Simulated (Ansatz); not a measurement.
SnBr4 (P2₁/c, No. 14) was calculated with r²SCAN in Ansatz (PAW).

Numerical settings: plane-wave cutoff 500 eV, 4×6×4 k mesh (along the axes of the cell as run), Fermi–Dirac smearing 0.05 eV, scalar-relativistic PAW data made under PBE.

Cell (relaxed at this level):

SnBr4 is modelled in the monoclinic space group P2₁/c (No. 14), Pearson symbol mP20. Lattice parameters: a = 10.6191 Å, b = 7.1305 Å, c = 10.7477 Å, α = γ = 90.00°, β = 102.58°. Br1 on 4e sees 1 Sn at 2.458 Å. Br2 on 4e is coordinated by 1 Sn at 2.459 Å. Br3 on 4e is surrounded by 1 Sn at 2.455 Å. Sn on 4e sees 4 Br at 2.455–2.459 Å (tetrahedral). Br4 on 4e is coordinated by 1 Sn at 2.457 Å. (Neighbours: up to the widest gap in distance over summed covalent radii, below 1.35, at either atom; cation-cation and far metal-metal contacts left out.)

Question: Predict the band gap.

Answer: 
band gap: 3.11 eV (on the SCF k mesh)

Note: the relaxation could not lower the start's symmetry, so the cell can be a saddle point above a distorted one.

Spin–orbit coupling is not included.

The computed numbers hold no vibrational or temperature effects.

Ansatz is a quantum-chemistry and plane-wave program.
